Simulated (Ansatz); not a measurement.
## How far PBE and r2SCAN part for hypothetical fluorite ZrS2

The parent structure is ZrS2 in the fluorite structure (space group Fm-3m, No. 225; a = 6.2631 Å; a hypothetical phase, not in the database extracts checked).

(Cell as relaxed with PBE.)

Levels (all Ansatz, an electronic-structure program, PAW): PBE (420 eV, no SOC); r2SCAN (500 eV, scalar-relativistic without spin-orbit coupling).

Each level relaxes its own structure.

| quantity | PBE | r2SCAN |
|---|---|---|
| volume per atom | 20.47 Å³ | … |
| lattice parameter a | 6.263 Å | … |
| band gap | zero | … |

Task: Predict the r2SCAN column.

Result: 
- volume per atom, r2SCAN: 20.41 Å³
- lattice parameter a, r2SCAN: 6.256 Å
- band gap, r2SCAN: 0.13 eV

PBE's volume per atom lies 0.067 Å³ above r2SCAN's (0.3 %); PBE's lattice parameter a lies 0.007 Å above r2SCAN's (0.1 %); they disagree on the band gap. Neither level is exact; r2SCAN is the comparison here, not a measurement.

Whether these cells are dynamically stable was not tested. The final runs are not spin-polarised. A zero or small gap of ZrS2 can be the functional's error rather than a property of the material.
